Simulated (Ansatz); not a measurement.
CO on the 1x1 (111) surface of fcc Pt, one in a 2x2 cell: adsorption energies (eV for each) against CO(g) in Ansatz (plane waves, PAW). Structures relaxed with PBE; the other functionals are single points on them, with slab and gas at the same level. No dispersion, zero-point or thermal terms. Rows are starts at which the adsorbate stayed.

Model: 18-atom slab, 6.9 Å thick at the start under the adsorbate (thin: gaps and levels are the slab's own), 6x6x1 mesh, Fermi-Dirac 0.1 eV, dipole correction, 8 atoms held, the rest relaxed; each run with such symmetry as its start has; no spin, no spin-orbit, no U, no dispersion correction.

| site | PBE | RPBE | r2SCAN |
|---|---|---|---|
| top Pt | -1.60 | -1.29 | ___ |
| hollow Pt-Pt-Pt over Pt at depth 2.3 Å | -1.67 | -1.29 | ___ |
| hollow Pt-Pt-Pt over Pt at depth 4.6 Å | -1.67 | -1.30 | ___ |
| bridge Pt-Pt (span 2.8 Å) | -1.67 | -1.32 | ___ |

Q: What belongs in the gaps?

A: 
- top Pt, r2SCAN: -1.77
- hollow Pt-Pt-Pt over Pt at depth 2.3 Å, r2SCAN: -1.80
- hollow Pt-Pt-Pt over Pt at depth 4.6 Å, r2SCAN: -1.81
- bridge Pt-Pt (span 2.8 Å), r2SCAN: -1.82

RPBE moves the energies by 0.35 eV on average against PBE and the two lowest sites lie within 0.02 eV at one of the levels. r2SCAN moves the energies by -0.15 eV on average against PBE and the two lowest sites lie within 0.02 eV at one of the levels.

Ansatz is a quantum-chemistry and plane-wave program.
